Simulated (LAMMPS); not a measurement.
An MD run on 40 independent impacts of a 750 eV Si atom on a fresh (111) slab of Si (diamond structure) at 300 K, 7° from the normal (azimuth 22°), each followed for 6.3 ps in a slab 52 Å deep.

Model: classical MD, pair style tersoff/zbl, file SiC.tersoff.zbl (LAMMPS).

**Question.** Give the extra atoms per ion below 4 Å, the sputter yield, the mean depth of the ions that stopped in the slab, the share reflected, the vacant sites per ion below 4 Å as this potential yields it.

**Answer.** extra atoms per ion below 4 Å: 16.6 ± 0.5; sputter yield: 0.25 ± 0.09 atoms/ion; mean depth of the ions that stopped in the slab: 25 ± 2 Å; share reflected: 0 of 40; vacant sites per ion below 4 Å: 15.6 ± 0.5.

Caution: no electronic stopping, which lengthens ranges. Caution: some ions came near the held bottom, so the tail is cut. Caution: depths under zero lie above the old surface, the extra atoms can include the ion, and sites are counted after a short relaxation.
